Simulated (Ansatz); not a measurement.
## Ti under a change: 7 layers

Take Ti in the hcp (Mg type) structure (space group P6_3/mmc, No. 194; a = 2.9359 Å, c = 4.6364 Å) as the base. Axes: x lies along a and z along c of the hexagonal cell.

Now apply this change: a free-standing slab of 7 layers (7 atoms, 1 a layer) is cut normal to the z axis, with 15 Å of vacuum and the in-plane cell held at bulk.

All numbers come from r2SCAN in Ansatz (plane waves to 500 eV, PAW, without spin-orbit coupling). Γ-centred 18×18×1 mesh, Fermi–Dirac width 0.05 eV, for the changed cell.

```csv
quantity,base,changed,shift
layer's space group (with vacuum),–,P-6m2 (No. 187),–
shortest interatomic distance,2.872 Å,2.742 Å,-0.130 Å
band gap,zero,zero,–
excess energy per area of both faces (slab less bulk energy over the cell's area: twice a surface energy) (uncertain by up to 0.2 J/m²),–,4.4 J/m²,–
thickness between the outermost nuclei,–,13.69 Å,–
change of the spacing d12 from its bulk value of 2.318 Å,–,-7.0 %,–
change of the spacing d23 from its bulk value of 2.318 Å,–,+3.2 %,–
```

The excess energy carries the mismatch between the slab's and the bulk's meshes. No phonon test of stability was made. The final runs are not spin-polarised.

Ansatz is a program for electronic structure.
